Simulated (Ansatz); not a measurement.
The (111) surface of germanium, no caps (bottom of the slab: built like the top, H on every dangling bond, free)

All values below come from PBE (plane waves to 420 eV, PAW; Ansatz, a first-principles code).

Model: 9-atom slab, 12.4 Å thick at the start with caps and adatoms (thin: gaps and levels are the slab's own), 8x8x1 mesh, Fermi-Dirac 0.025 eV, dipole correction, 2 atoms held, the rest relaxed; held to the start's symmetry, so lower structures may exist; spin-polarised, ending with about 0.7 μB a cell, a value that depends on the mesh; orders that need a larger cell were not tried, no spin-orbit, no U. The slab shows no gap on its mesh. It is one candidate, not shown to be the stable structure of the face.

| Property | Value |
|---|---|
| work function of the top face | 4.41 eV |
| energy released by relaxation | 0.014 eV |
| cost | around 2.9 core-minutes (rough) |
